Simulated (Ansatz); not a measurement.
# SiO2, pressure series

Take SiO2 (space group P4_12_12, No. 92; a = 5.083 Å, c = 7.098 Å) as the base.

Cell and atoms are relaxed at each pressure.

Computed with Ansatz (a first-principles code), PBE, PAW, cutoff 420 eV, no SOC, earlier PAW set.

Candidates:
(a) pressure 1.8 GPa
(b) pressure 18 GPa
(c) pressure −2 GPa

Base values:

- Band gap: 5.52 eV

Q: Order them by band gap, lowest first.

A: (c) pressure −2 GPa (5.31 eV), (a) pressure 1.8 GPa (5.66 eV), (b) pressure 18 GPa (5.96 eV)

Load acts through the strain it causes; cell and atoms are relaxed under it. No phonon test of stability was made. Competing high-pressure phases were not computed.
